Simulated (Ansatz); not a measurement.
```
Sn
1.0
    0.00000     3.06114     3.06114
    3.06114     0.00000     3.06114
    3.06114     3.06114     0.00000
Sn
2
Direct
  0.25000   0.25000   0.25000
  0.00000   0.00000   0.00000
```

No spin polarisation.

All numbers come from plane-wave PAW DFT at the r2SCAN level (Ansatz, a first-principles code, 500 eV), without spin-orbit coupling, earlier PAW set. k-mesh 12×12×12 (Γ-centred); smearing 0.05 eV (Fermi–Dirac).

Question: Predict the electron mass and hole mass.

Answer: The electron mass comes out as 0.93 mₑ along k, 0.17 mₑ across (off the special points) and the hole mass (degenerate bands, along [100]) is 0.043, 0.15, 0.15 mₑ (at Γ).

The levels and masses belong to the bands next to the band gap. Load acts through the strain it causes; cell and atoms are relaxed under it. Effective masses come from finite differences of ±0.01 Å⁻¹. Along k means along the line from Γ to the band edge. No phonon test of stability was made. Tetrahedral semiconductors of this kind turn to denser phases somewhere between about 1 and 50 GPa; those were not computed, so compressed cells here can lie past the real transition. The cell was made from Sn in the diamond structure (space group Fd-3m, No. 227) by this change: pressure 15 GPa.
